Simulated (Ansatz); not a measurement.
The cell is made up: elements placed on another compound's structure type, so the phase may be hypothetical.

Consider the following.

```
CELL_PARAMETERS angstrom
      4.19152     0.00000     0.00000
      0.00000     7.09170     0.00000
      0.00000     0.00000     7.09170
ATOMIC_POSITIONS crystal
  Cd 0.00000 0.67938 0.32062
  Cd 0.00000 0.32062 0.67938
  Cd 0.50000 0.82062 0.82062
  Cd 0.50000 0.17938 0.17938
  S  0.00000 0.31615 0.31615
  S  0.00000 0.68385 0.68385
  S  0.50000 0.81615 0.18385
  S  0.50000 0.18385 0.81615
```

Space group of this cell: P4_2/mnm. The cell was relaxed by PBE-D3(BJ); by r2SCAN its mean pressure is 0.6 GPa.

Transport runs along the normal of the first two printed cell vectors.

The gap is the functional's own. No spin-orbit coupling. Mid-gap values are interpolated on the energy grid.

**Question.** Estimate the band gap and the smallest decay constant κ at mid-gap that r2SCAN in Ansatz (a quantum-chemistry and plane-wave program) returns for this system.

**Answer.** Gap 1.76 eV on a 8×4×4 mesh; κ = 0.143 1/Å, at the zone centre.
